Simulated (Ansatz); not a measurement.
For Te (model structure, started from the diamond type, Fd-3m, No. 227, 2 atoms in the cell), PBEsol in Ansatz (plane waves, PAW) gives:

```
Item                                   Value
------------------------------  ------------
equilibrium lattice constant a       7.059 Å
cohesive energy                 2.32 eV/atom
```

**Question.** What does r²SCAN+rVV10 (plane waves, PAW; Ansatz, an electronic-structure program) give for the same quantities?

**Answer.** 
- lattice constant a: 7.098 Å (grows by 0.6 %)
- cohesive energy: 1.92 eV/atom (drops by 0.40 eV/atom)

Changes are worked out from the printed values.

Unless a cell is named, each level is at its own relaxed cell (PBEsol 43.96, r²SCAN+rVV10 44.70 Å³/atom).

Levels without +SOC leave out spin–orbit coupling, which shifts energies and cells of such heavy elements.

Ansatz's density-functional and Hartree–Fock values are scalar-relativistic unless marked +SOC, with PAW data made under PBE.

A model structure was made by putting elements into a prototype or built by hand; it is no filed structure, need not be a known phase, and can be a saddle point held by its symmetry.
